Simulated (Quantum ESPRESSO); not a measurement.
**Variants of one calculation on TaRu (Pm-3m, 2 atoms in the cell)**

```
CELL_PARAMETERS angstrom
      3.18700     0.00000     0.00000
      0.00000     3.18700     0.00000
      0.00000     0.00000     3.18700
ATOMIC_POSITIONS crystal
  Ru 0.00000 0.00000 0.00000
  Ta 0.50000 0.50000 0.50000
```

Base run A: PBEsol, GBRV 1.5 ultrasoft (PBESOL) pseudopotentials run with Quantum ESPRESSO, self-consistent single point.

Its settings: ecutwfc = 40 Ry; ecutrho = 320 Ry; occupations = smearing; smearing = fermi-dirac; degauss = 0.0073499 Ry; potentials = {Ru: ru_pbesol_v1.2.uspp.F.UPF, Ta: ta_pbesol_v1.uspp.F.UPF}; K_POINTS = automatic 7 7 7 0 0 0; conv_thr = 1e-10 Ry; mixing_beta = 0.4.

The starting cell comes from a database of published, mostly measured structures (it also holds non-ambient and calculated ones), without a prior relaxation at this level. Spin polarisation is off. In the base run, with a pressure of about -13 GPa the cell is away from its equilibrium volume at this level.

ΔF is the free energy per atom less that of run A. A dash stands where there is no value to compare (another energy zero or no entropy term, no result, no spin, no clean gap, or a mesh too coarse for one). Total energies depend on the potentials, the functional and any Hubbard or dispersion term, so they are compared only between runs that share all of them.

```tsv
run	change	ΔF (meV/atom)	pressure (GPa)	k-points	valence electrons
A	base	0.00	-12.59	20	29
B	conv_thr: 1e-10 Ry → 7.3e-10 Ry	0.00	-12.59	20	29
C	ecutrho: 320 Ry → 120 Ry	-0.33	-12.54	20	29
D	nbnd: default → 15	16.5	-12.45	20	29
E	degauss: 0.0073499 Ry → 0.011025 Ry	-24.8	-12.20	20	29
F	K_POINTS: automatic 7 7 7 0 0 0 → automatic 5 5 5 0 0 0	-2.9	-12.54	10	29
G	1 x 1 x 2 supercell, mesh divided and rounded up; K_POINTS: automatic 7 7 7 0 0 0 → automatic 7 7 4 0 0 0	4.1	-12.37	30	58
H	force_symmorphic: default → true	0.00	-12.59	20	29
I	conv_thr: 1e-10 Ry → 1e-05 Ry	0.00	-13.01	20	29
J	pseudopotentials: {Ru: ru_pbesol_v1.2.uspp.F.UPF, Ta: ta_pbesol_v1.uspp.F.UPF} → {Ru: ru_pbe_v1.2.uspp.F.UPF, Ta: ta_pbe_v1.uspp.F.UPF}; input_dft: default → vdw-df [vdW-DF]	–	1.56	20	29
K	mixing_beta: 0.4 → 0.8	0.00	-12.59	20	29
```

Run I against A: The free energy hardly moves (within 1 meV/atom) and the pressure goes from -12.59 to -13.01 GPa.

Run G against A: The free energy goes up by 4.1 meV/atom and the pressure goes from -12.59 to -12.37 GPa.

Run D against A: The free energy goes up by 16.5 meV/atom and the pressure goes from -12.59 to -12.45 GPa.
